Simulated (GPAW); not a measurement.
**Equation of state of rutile-structure ZnF2 (space group 136): energy against volume (GPAW, PBEsol)**

```yaml
crystal:
  lattice:
    - [4.56354, 0.00000, 0.00000]
    - [0.00000, 4.56354, 0.00000]
    - [0.00000, 0.00000, 3.03912]
  atoms:
    - { symbol: Zn, position: [0.00000, 0.00000, 0.00000] }
    - { symbol: Zn, position: [0.50000, 0.50000, 0.50000] }
    - { symbol: F, position: [0.30300, 0.30300, 0.00000] }
    - { symbol: F, position: [0.80300, 0.19700, 0.50000] }
    - { symbol: F, position: [0.19700, 0.80300, 0.50000] }
    - { symbol: F, position: [0.69700, 0.69700, 0.00000] }
```

Level of theory: PBEsol, GPAW PAW datasets PBEsol (made by gpaw-setup) (plane waves; GPAW 25.7.0). Settings: mode = pw; ecut = 1040 eV; xc = PBEsol; kpts = 7 7 11; mesh shift (steps) = 0 0 0; occupations.name = fermi-dirac; occupations.width = 0.01 eV; nbands = -4; convergence.density = 1e-05 e/electron; convergence.bands = -2; symmetry.symmorphic = false; symmetry.tolerance = 0.0005; maxiter = 120. The cell above is the first row's. The rows scale it uniformly. In all rows fractional positions and the k mesh are held. E is the free energy at the stated smearing, counted from the lowest row.

```
V (Å^3/atom)  E (meV/atom)
------------  ------------
10.549               41.24
10.778               24.05
11.007               11.83
11.237                4.06
11.466                0.25
11.695                0.00
11.925                2.91
12.154                8.67
12.383                   ?
```

Fit E of the 8 rows that show it with the third-order Birch-Murnaghan form, a cubic in V^(-2/3). With u = V^(-2/3) - 0.198, the rows have u = 0.009902, 0.006947, 0.004094, 0.001327, -0.001336, -0.003911, -0.006415, -0.008829. Least squares gives E = 1.703 + 1425.66·u + 254760·u² + 451318·u³. Residuals (row less fit): 0.003, -0.003, -0.011, 0.015, -0.002, 0.003, -0.012, 0.006; standard error 0.012 (degrees of freedom: 4). Its minimum lies at u = -0.002819, so V0 = (0.195181)^(-3/2) = 11.60. There d²E/du² = 501900 and d³E/du³ = 2708000, so B0 = (4/9) × 11.60^(-7/3) × 501900 × 0.160218 = 117 GPa (the last factor turns the table's units into GPa), and B0' = 4 + (2/3) × 0.195181 × (2708000)/501900 = 4.7. The program's pressures in the fitted runs (not shown) pass through zero at V = 11.49, 0.92 % from this V0.

Problem. Predict the withheld E at V = 12.383 from the fit, and compare with the calculation.

Solution. u = -0.011169, so E = 1.703 + 1425.66 × (-0.011169) + 254760 × (-0.011169)² + 451318 × (-0.011169)³ = 16.931 meV/atom. The calculation gives 16.99 meV/atom, 0.059 meV/atom above the prediction (0.1 % of the range of E in the table). The row lies outside the fitted rows, so this is an extrapolation. From the scatter of the fitted rows alone, a prediction at this place has a standard error of 0.029 meV/atom, so the miss is 2.0 times that.

Carrying the step between the two nearest rows on in a straight line would have given 14.43, off by 2.56; series whose last step already gives the withheld value aren't shown. The scan was laid around a cell of about the measured size, scaled by a guess for this functional; axis ratios and inner coordinates come from that cell. The runs keep the symmetry of the cell, so they don't test it for distortions. The shape of the cell and the inner coordinates aren't relaxed, so V0 and B0 belong to this uniform scaling; a relaxed crystal lies no higher in energy and is usually softer (forces reach 0.13 eV/Å in these rows). Cutoffs and mesh are single choices, not tested for convergence of this quantity. Series with a scatter that would blur these digits, or in which a gap closes, are not shown. Nor are scans whose minimum lies at an end fitted in this form.
